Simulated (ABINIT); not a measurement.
Input and output of a self-consistent single point for Al₂Pt (Fm-3m, 3 atoms in the cell) (ABINIT).

Level of theory: LDA (PW92), norm-conserving pseudopotentials (PseudoDojo nc-sr-04 LDA standard) (plane waves; ABINIT).

```yaml
crystal:
  lattice:
    - [0.00000, 2.91142, 2.91142]
    - [2.91142, 0.00000, 2.91142]
    - [2.91142, 2.91142, 0.00000]
  atoms:
    - { symbol: Al, position: [0.25000, 0.25000, 0.25000] }
    - { symbol: Al, position: [0.75000, 0.75000, 0.75000] }
    - { symbol: Pt, position: [0.00000, 0.00000, 0.00000] }
```

Reference input (self-consistent single point, DFT, PBE, plane waves, norm-conserving pseudopotentials (PseudoDojo nc-sr-05 PBE standard)): pseudos = [Al.upf, Pt.upf]; ecut = 84 Ry; occopt = 7; tsmear = 0.00367493 Ha; ngkpt = 13 13 13; nshiftk = 1; shiftk = 0 0 0; potentials = PseudoDojo nc-sr-05 PBE standard; nband = 17; kptopt = 1; nstep = 100; toldfe = 1e-09 Ha. This run's input differs from it in these lines:

```diff
@@ -1,2 +1,2 @@
-# Al2Pt, PseudoDojo nc-sr-05 PBE standard
+# Al2Pt, PseudoDojo nc-sr-04 LDA standard
 pp_dirpath "./"
```

Its files differ too (potentials: PseudoDojo nc-sr-05 PBE standard → PseudoDojo nc-sr-04 LDA standard).

The program printed (abridged):

```
--- !BeginCycle
solver: {iscf: 7, nstep: 100, nline: 4, wfoptalg: 0, }
tolerances: {toldfe: 1.00E-09, }
...

     iter   Etot(hartree)      deltaE(h)  residm     vres2
 ETOT  1  -135.36383307362    -1.354E+02 1.513E-01 3.481E+02
 ETOT  2  -135.41211385896    -4.828E-02 4.601E-02 8.211E+02
 ETOT  3  -135.51326717943    -1.012E-01 2.076E-02 8.780E+00
 ETOT  4  -135.51416243485    -8.953E-04 4.762E-03 7.917E-01
 ETOT  5  -135.51424148571    -7.905E-05 3.650E-03 3.698E-02
 ETOT  6  -135.51424563893    -4.153E-06 8.624E-03 7.583E-04
 ETOT  7  -135.51424571871    -7.978E-08 1.703E-03 2.198E-06
 ETOT  8  -135.51424571886    -1.493E-10 2.052E-03 5.664E-07
 ETOT  9  -135.51424571893    -6.736E-11 4.658E-04 1.643E-09
 At SCF step    9, etot is converged :
  for the second time, diff in etot=  6.736E-11 < toldfe=  1.000E-09

 Cartesian components of stress tensor (hartree/bohr^3)
  sigma(1 1)= -6.34255701E-05  sigma(3 2)=  0.00000000E+00
  sigma(2 2)= -6.34255701E-05  sigma(3 1)=  0.00000000E+00
  sigma(3 3)= -6.34255701E-05  sigma(2 1)=  0.00000000E+00

 ----iterations are completed or convergence reached----

 reduced coordinates (array xred) for    3 atoms
       0.250000000000      0.250000000000      0.250000000000
       0.750000000000      0.750000000000      0.750000000000
       0.000000000000      0.000000000000      0.000000000000
 cartesian forces (eV/Angstrom) at end:
    1     -0.00000000000000    -0.00000000000000    -0.00000000000000
    2     -0.00000000000000    -0.00000000000000    -0.00000000000000
   [... lines left out ...]
 Fermi (or HOMO) energy (hartree) =   0.35316   Average Vxc (hartree)=  -0.41093
   [... lines left out ...]
total_energy        : -1.35514245718930E+02
total_energy_eV     : -3.68753015875617E+03
band_energy         : -1.31912780639424E+01
...

-Cartesian components of stress tensor (GPa)         [Pressure=  1.8660E+00 GPa]
- sigma(1 1)= -1.86604438E+00  sigma(3 2)=  0.00000000E+00
- sigma(2 2)= -1.86604438E+00  sigma(3 1)=  0.00000000E+00
- sigma(3 3)= -1.86604438E+00  sigma(2 1)=  0.00000000E+00

 Calculation completed.
```

The run converged in 9 iterations. Against the reference run the pressure goes from 9.11 to 1.87 GPa.

The starting cell comes from a database of computed structures (which also holds hypothetical and non-ambient phases and stackings), without a prior relaxation at this level. Its lattice was rescaled by a random factor within 2.5 % of one. Spin polarisation is off.

Cost on one core of a shared machine: roughly 7 min.
